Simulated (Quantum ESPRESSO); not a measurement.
**Cost against accuracy: conv_thr for YCo4B (P-6m2, 6 atoms in the cell)**

```
CELL_PARAMETERS angstrom
      4.90948     0.00000     0.00000
     -2.45474     4.25173     0.00000
      0.00000     0.00000     3.44638
ATOMIC_POSITIONS crystal
  Y  0.66667 0.33333 0.00000
  Co 0.68459 0.84229 0.50000
  Co 0.15771 0.31541 0.50000
  Co 0.15771 0.84229 0.50000
  Co 0.33333 0.66667 0.00000
  B  0.00000 0.00000 0.00000
```
Moments meant for the start (each program seeds them in its own way; μB, in the order of the atoms Y Co Co Co Co B): 0.0 3.0 3.0 3.0 3.0 0.0.

Computed with PBEsol, PSlibrary ultrasoft (PBE) pseudopotentials (plane waves; Quantum ESPRESSO).

Base settings: ecutwfc = 50 Ry; ecutrho = 350 Ry; occupations = smearing; smearing = methfessel-paxton; degauss = 0.019992 Ry; nspin = 2; input_dft = pbesol; K_POINTS = automatic 4 4 5 0 0 0; conv_thr = 1e-11 Ry; mixing_beta = 0.4.

Misses are taken against the tightest run, 7.3e-14 Ry, which need not be fully converged itself. The energy is the free energy per atom.

The count of work is k-points × plane waves × bands × iterations; it is no time, and leaves out set-up, grids and terms that scale otherwise. Core times come from one kind of shared machine and are given to one figure; runs under 30 s give none.

The starting cell comes from a database of computed structures (which also holds hypothetical and non-ambient phases and stackings), without a prior relaxation at this level. Its lattice was rescaled by a random factor within 2.5 % of one. The magnetic order is the one reached from the typed start; others were not searched systematically. Without a gap this mesh is coarse (it stands for a supercell whose shortest vector is 17 Å).

```csv
conv_thr,energy less reference (meV/atom),pressure less reference (GPa),largest difference in the force on any atom (eV/Å),count of work / reference,core time / reference (rough)
0.0073 Ry,6.40,15.64,0.258,0.26,–
0.00073 Ry,1.46,12.22,0.036,0.33,–
7.3e-05 Ry,0.11,-2.52,0.050,0.44,0.4
7.3e-06 Ry,0.02,-0.41,0.014,0.48,0.4
7.3e-07 Ry,0.00,-0.09,0.007,0.59,0.5
7.3e-08 Ry,0.00,0.09,0.002,0.63,0.6
7.3e-10 Ry,0.00,0.01,0.000,0.74,0.6
1e-11 Ry,0.00,0.00,0.000,0.85,0.8
7.3e-12 Ry,0.00,0.00,0.000,0.85,0.8
7.3e-14 Ry,0.00,0.00,0.000,1.0,1
```

Coarsest setting among those run that, with all tighter ones, holds the energy within 1 meV/atom of the reference: 7.3e-05 Ry, off by 0.11 meV/atom; it needs 0.44 of the reference's count of work and about 0.4 of the reference's time.
